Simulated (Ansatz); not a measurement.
For SnGe (model structure, started from the WC type, P-6m2, No. 187, 2 atoms in the cell), PBEsol (plane waves, PAW; Ansatz, an electronic-structure program) gives:

- lattice parameter a = 3.880 Å
- c axis length = 3.638 Å
- formation enthalpy = 0.180 eV/atom

Q: What does PBE-D3(BJ) in Ansatz (PAW) give for the same quantities?

A: 
- lattice constant a: 3.891 Å (rises by 0.3 %)
- lattice parameter c: 3.657 Å (goes up by 0.5 %)
- formation enthalpy: 0.183 eV/atom (grows by 0.003 eV/atom)

Changes are worked out from the printed values.

Unless a cell is named, each level is at its own relaxed cell (PBEsol 23.72, PBE-D3(BJ) 23.98 Å³/atom).

Levels without +SOC leave out spin–orbit coupling, which shifts energies and cells of such heavy elements.

Ansatz's density-functional and Hartree–Fock values are scalar-relativistic unless marked +SOC, with PAW data made under PBE.

A model structure was made by putting elements into a prototype or built by hand; it is no filed structure, need not be a known phase, and can be a saddle point held by its symmetry.
